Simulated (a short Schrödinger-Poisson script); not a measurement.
Gated In0.52Al0.48As/In0.53Ga0.47As modulation-doped gas in a quantum well

Structure: gated In0.52Al0.48As/In0.53Ga0.47As modulation-doped gas in a quantum well, at 77 K.

| layer | material | thickness (nm) | Nd (cm⁻³) | Na (cm⁻³) |
|---|---|---|---|---|
| 1 | In0.52Al0.48As | 15 | - | - |
| 2 | In0.52Al0.48As | 30 | 9.5e17 | - |
| 3 | In0.52Al0.48As | 40 | - | - |
| 4 | In0.53Ga0.47As | 8 | - | - |
| 5 | In0.52Al0.48As | 4000 | - | 3e14 |

The device is made up for the run: typed textbook-type constants, with dimensions and the other settings drawn at random. In0.52Al0.48As: permittivity 12.5, conduction-band edge (eV) 0.52, gap (eV) 1.45, electron mass (mₑ) 0.075, Nv at 300 K (cm⁻³) 1.1e19. In0.53Ga0.47As: permittivity 13.9, conduction-band edge (eV) 0, gap (eV) 0.74, Nv at 300 K (cm⁻³) 7.7e18.

Channel valleys (confinement mass, in-plane density-of-states mass, number): Γ 0.041, 0.041, 1. At the gate the conduction-band edge of layer 1 lies 0.65 eV − eVg above the Fermi level of the channel; the field vanishes at the back. Donor level 0.02 eV below the band edge. The barrier under the gate holds no holes. Gaps are held at their typed values at every temperature. Mesh 0.08 nm at interfaces.

Solved with a short Schrödinger-Poisson script written for these runs: 1D Poisson equation in equilibrium, electrons quantum, Hartree (BenDaniel-Duke, 40 states a valley, the channel's in-plane mass for all, wave functions free to enter the barrier), parabolic valleys, classical holes, donors ionised by Fermi statistics, acceptors fully, no traps, pinning or gate leakage.

```tsv
Vg (V)	electrons (cm⁻²)	in the channel layer	C (μF/cm²)	Γ E0 (meV)	Γ E1 (meV)
0.4	5.38e11	5.13e11	0.470	-31.1	22.4
0.2	5.34e11	5.12e11	0.380	-31.1	28.9
0	5.31e11	5.10e11	0.325	-30.9	37.2
-0.2	5.22e11	5.01e11	0.273	-30.4	50.9
-0.4	4.22e11	4.06e11	0.121	-24.5	128.6
-0.6	2.72e11	2.61e11	0.121	-15.2	190.7
-0.8	1.22e11	1.18e11	0.118	-4.4	202.2
-1	3.07e8	2.96e8	0.0121	39.2	246.4
```

Gate voltages with under 1e6 electrons/cm² are left out.

Subbands count from the Fermi level.
